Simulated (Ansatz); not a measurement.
# Response to strain in PbTe

Consider PbTe in the rock salt structure (space group Fm-3m, No. 225; a = 6.569 Å).

Strains are applied to the cell and any free atomic positions relax.

Level of theory: plane-wave PAW DFT at the PBE level (Ansatz, an electronic-structure program, 420 eV), no spin-orbit coupling.

Candidates:
(a) isotropic strain −2.00 %
(b) isotropic strain +3.00 %
(c) isotropic strain +2.00 %
(d) isotropic strain −2.50 %
(e) isotropic strain +2.50 %

Notes on the quantities. energy relative to the base: free energy F.

**Question.** Order them by energy relative to the base, lowest first.

**Answer.** (c) isotropic strain +2.00 % (+14 meV/atom), (a) isotropic strain −2.00 % (+16 meV/atom), (e) isotropic strain +2.50 % (+22 meV/atom), (d) isotropic strain −2.50 % (+26 meV/atom), (b) isotropic strain +3.00 % (+31 meV/atom)

Stability against distortions was not tested.
